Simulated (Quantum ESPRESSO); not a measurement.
The steps of a band-structure calculation for HfW₂ (Fmmm, 3 atoms in the cell) with Quantum ESPRESSO.

Method: LDA (PZ), GBRV 1.5 ultrasoft (LDA) pseudopotentials (plane waves; Quantum ESPRESSO).

Step 1 (scf):

```fortran
&CONTROL
    calculation = 'scf'
    prefix = 'run'
    outdir = './tmp/'
    pseudo_dir = './'
    tprnfor = .true.
    tstress = .true.
/
&SYSTEM
    ibrav = 0
    nat = 3
    ntyp = 2
    ecutwfc = 40
    ecutrho = 320
    occupations = 'smearing'
    smearing = 'cold'
    degauss = 0.0073499
/
&ELECTRONS
    conv_thr = 1e-10
/
ATOMIC_SPECIES
Hf   178.4900  hf_lda_v1.uspp.F.UPF
W    183.8400  w_lda_v1.2.uspp.F.UPF
ATOMIC_POSITIONS {crystal}
Hf    0.0000000000    0.0000000000    0.0000000000
W     0.3267200000    0.3267200000    0.6732800000
W     0.6732800000    0.6732800000    0.3267200000
K_POINTS {automatic}
6 6 6  0 0 0
CELL_PARAMETERS {bohr}
   0.0000000000     4.5620199628    13.2639234181
   3.1102454265     0.0000000000    13.2639234181
   3.1102454265     4.5620199628     0.0000000000
```

Step 2 (bands):

```fortran
&CONTROL
    calculation = 'bands'
    prefix = 'run'
    outdir = './tmp/'
    pseudo_dir = './'
    verbosity = 'high'
/
&SYSTEM
    ibrav = 0
    nat = 3
    ntyp = 2
    ecutwfc = 40
    ecutrho = 320
    occupations = 'smearing'
    smearing = 'cold'
    degauss = 0.0073499
    nbnd = 27
/
&ELECTRONS
    conv_thr = 1e-10
    startingwfc = 'random'
    diago_thr_init = 1.0d-6
    diagonalization = 'cg'
/
ATOMIC_SPECIES
Hf   178.4900  hf_lda_v1.uspp.F.UPF
W    183.8400  w_lda_v1.2.uspp.F.UPF
ATOMIC_POSITIONS {crystal}
Hf    0.0000000000    0.0000000000    0.0000000000
W     0.3267200000    0.3267200000    0.6732800000
W     0.6732800000    0.6732800000    0.3267200000
K_POINTS {crystal_b}
15
  0.00000000   0.00000000   0.00000000  13  ! G
  0.50000000   0.00000000   0.50000000   4  ! Y
  1.00000000   0.50000000   0.50000000  13  ! T
  0.50000000   0.50000000   0.00000000   4  ! Z
  0.00000000   0.00000000   0.00000000  15  ! G
  0.00000000   0.37994865   0.37994865  16  ! X
  0.50000000   0.14754392   0.64754392   6  ! A1
  0.50000000   0.00000000   0.50000000   1  ! Y
  1.00000000   0.50000000   0.50000000   5  ! T
  1.00000000   0.62005135   0.62005135   1  ! X1
  0.00000000   0.37994865   0.37994865   5  ! X
  0.50000000   0.85245608   0.35245608  13  ! A
  0.50000000   0.50000000   0.00000000   1  ! Z
  0.50000000   0.50000000   0.50000000  12  ! L
  0.00000000   0.00000000   0.00000000   1  ! G
CELL_PARAMETERS {bohr}
   0.0000000000     4.5620199628    13.2639234181
   3.1102454265     0.0000000000    13.2639234181
   3.1102454265     4.5620199628     0.0000000000
```

Step 3 (bands.x):

```fortran
&BANDS
    prefix = 'run'
    outdir = './tmp/'
    filband = 'bands.dat'
    lsym = .false.
/
```

Output of bands (abridged):

```
     Atomic positions and unit cell read from directory:
     ./tmp/run.save/

     Message from routine setup:
     using ibrav=0 with symmetry is DISCOURAGED, use correct ibrav instead
     G-vector sticks info
     --------------------
     sticks:   dense  smooth     PW     G-vecs:    dense   smooth      PW
     Sum        1893     953    303                36359    12859    2269

     bravais-lattice index     =            0
   [... lines left out ...]
     unit-cell volume          =     376.4037 (a.u.)^3
   [... lines left out ...]
        k(    2) = (   0.0000000   0.1182551   0.0000000), wk =   0.0181818
        k(    3) = (   0.0000000   0.2365102   0.0000000), wk =   0.0181818
   [... 107 lines left out ...]

     Dense  grid:    36359 G-vectors     FFT dimensions: (  80,  80,  32)

     Smooth grid:    12859 G-vectors     FFT dimensions: (  60,  60,  24)

     The potential is recalculated from file :
     ./tmp/run.save/charge-density

     negative rho (up, down):  2.397E-01 0.000E+00

     Band Structure Calculation
     CG style diagonalization

     ethr =  1.00E-06,  avg # of iterations = 27.8

     End of band structure calculation

          k = 0.0000 0.0000 0.0000 (  1633 PWs)   bands (ev):

   -55.9310 -55.8588 -43.2661 -20.3634 -19.9713 -19.7508 -19.7470 -19.7321
   -19.7012 -11.9865 -11.5834 -11.4402   9.7287  12.6887  13.1764  15.7790
    16.8871  16.9319  17.3672  17.5384  18.2391  18.7587  19.7206  20.1595
    20.1923  20.2163  21.6278

          k = 0.0000 0.1183 0.0000 (  1635 PWs)   bands (ev):

   -55.9302 -55.8582 -43.2644 -20.3613 -19.9755 -19.7607 -19.7556 -19.7311
   -19.7046 -11.9836 -11.5900 -11.4584   9.7881  12.7402  13.2318  15.8310
    16.8398  16.9848  17.3396  17.5174  18.0993  18.8198  19.6029  20.0877
    20.2843  20.3531  21.6144

   [... 108 blocks of this kind left out ...]
```

Output of bands.x (abridged):

```
     Reading xml data from directory:

     ./tmp/run.save/

     G-vector sticks info
     --------------------
     sticks:   dense  smooth     PW     G-vecs:    dense   smooth      PW
     Sum        1893     953    303                36359    12859    2269

     negative rho (up, down):  2.397E-01 0.000E+00
     Reading collected, re-writing distributed wavefunctions
     high-symmetry point:  0.0000 0.0000 0.0000   x coordinate   0.0000
     high-symmetry point:  0.0000 1.5373 0.0000   x coordinate   1.5373
     high-symmetry point:  0.0000 1.5373 0.5287   x coordinate   2.0661
     high-symmetry point:  0.0000 0.0000 0.5287   x coordinate   3.6034
     high-symmetry point:  0.0000 0.0000 0.0000   x coordinate   4.1321
     high-symmetry point:  1.7135 0.0000 0.0000   x coordinate   5.8456
   [... 4 lines left out ...]
     high-symmetry point:  1.7135 0.0000 0.0000   x coordinate   9.4418
     high-symmetry point:  1.5895 0.0000 0.5287   x coordinate   9.9849
     high-symmetry point:  0.0000 0.0000 0.5287   x coordinate  11.5744
     high-symmetry point:  1.1274 0.7687 0.2644   x coordinate  11.5744
     high-symmetry point:  0.0000 0.0000 0.0000   x coordinate  12.9643

     Plottable bands (eV) written to file bands.dat.gnu
     Bands written to file bands.dat

   JOB DONE.
```

The starting cell comes from a database of computed structures (which also holds hypothetical and non-ambient phases and stackings), without a prior relaxation at this level. Its lattice was rescaled by a random factor within 2.5 % of one. Spin-orbit coupling is off. Spin polarisation is off.
